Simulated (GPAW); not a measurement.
A working GPAW input for Ti3C2 (P6_3/mmc, 10 atoms in the cell) (DFT PBEsol, plane waves, GPAW PAW datasets PBEsol (made by gpaw-setup)):

```python
from ase import Atoms
from ase.units import GPa
from gpaw import GPAW, PW

atoms = Atoms(['Ti', 'Ti', 'Ti', 'Ti', 'Ti', 'Ti', 'C', 'C', 'C', 'C'],
              cell=[[3.066600, 0.000000, 0.000000],
                    [-1.533300, 2.655754, 0.000000],
                    [0.000000, 0.000000, 15.117150]],
              positions=[[-0.000002, 1.770504, 12.757061],
                         [1.533302, 0.885250, 2.360089],
                         [1.533302, 0.885250, 5.198486],
                         [-0.000002, 1.770504, 9.918664],
                         [0.000000, 0.000000, 0.000000],
                         [0.000000, 0.000000, 7.558575],
                         [1.533302, 0.885250, 13.818587],
                         [-0.000002, 1.770504, 1.298563],
                         [-0.000002, 1.770504, 6.260012],
                         [1.533302, 0.885250, 8.857138]],
              pbc=True)

calc = GPAW(mode=PW(950),
            xc='PBEsol',
            kpts={'size': (6, 6, 1), 'gamma': True},
            occupations={'name': 'methfessel-paxton', 'width': 0.136, 'order': 1},
            nbands=-16,
            symmetry={'symmorphic': False, 'tolerance': 0.0005},
            maxiter=100)

atoms.calc = calc

energy = atoms.get_potential_energy()
print('Energy (eV):', round(energy, 6))
forces = atoms.get_forces()
print('Forces (eV/Ang):')
print(forces.round(5))
stress = atoms.get_stress()
print('Stress (GPa, Voigt):', (stress / GPa).round(4))
```

The run converged in 36 iterations: free energy E − TS (from the program's reference atoms) -89.3316 eV; Fermi level (on the code's own zero) 8.92 eV; largest force (vector length) 0.410 eV/Å. Each of these slips is then made, one at a time:

(1)
```diff
-            maxiter=100)
+            maxiter=8)
```

(2)
```diff
-                         [1.533302, 0.885250, 8.857138]],
-              pbc=True)
+                         [1.533302, 0.885250, 8.857138]])
```

Problem. What happens in each case?

Solution. 
(1) An iteration limit that is too low. The run ended unconverged after 8 iterations, with the message: gpaw.KohnShamConvergenceError: Did not converge! See text output for help..

(2) Periodic boundary conditions left out. The program stopped before any SCF iteration, with the message: ValueError: K-points can only be used with PBCs!.

The starting cell comes from a database of computed structures (which also holds hypothetical and non-ambient phases and stackings), without a prior relaxation at this level. Spin polarisation is off. Without a gap this mesh is coarse (it stands for a supercell whose shortest vector is 15 Å).

Left out of this page: 4 runs of the series outside the window shown, repeating another row's setting, or not comparable; 1 run of the series held back from this collection.
